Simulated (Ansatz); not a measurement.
Consider SiO₂ in the rutile structure (space group P4_2/mnm, No. 136).

```
CELL_PARAMETERS angstrom
      4.23608     0.00000     0.00000
      0.00000     4.23608     0.00000
      0.00000     0.00000     2.69045
ATOMIC_POSITIONS crystal
  Si 0.00000 0.00000 0.00000
  Si 0.50000 0.50000 0.50000
  O  0.30698 0.30698 0.00000
  O  0.80698 0.19302 0.50000
  O  0.19302 0.80698 0.50000
  O  0.69302 0.69302 0.00000
```

Cartesian axes are those of the cell as printed.

Computed with Ansatz (an electronic-structure program), PBE, PAW, cutoff 420 eV, no spin-orbit coupling.

Base values:

| Quantity | Result |
|---|---|
| Band gap | 5.04 eV |
| Electron mass | 0.36 mₑ along c, 0.45 mₑ across (at Γ) |

Perturbation: uniaxial strain ε_zz = +0.60 %, all other strain components held at zero, atoms relaxed at fixed cell.

Q: How does this affect the energy relative to the base?

A: The energy grows by 0.6 meV/atom.

Q: How does this affect the band gap?

A: The band gap decreases by 0.13 eV (5.04 eV → 4.91 eV).

Q: How does this affect the electron mass?

A: The electron mass becomes 0.36 mₑ along z, 0.45 mₑ across (at Γ) (base: 0.36 mₑ along c, 0.45 mₑ across (at Γ)).

Q: Estimate the effect on the stress.

A: The stress (xx, yy, zz, yz, xz, xy; compression positive) is (-1.03, -1.03, -4.05, 0.00, 0.00, 0.00) GPa.

Masses are band curvatures over ±0.01 Å⁻¹ around the edge. No phonon test of stability was made.
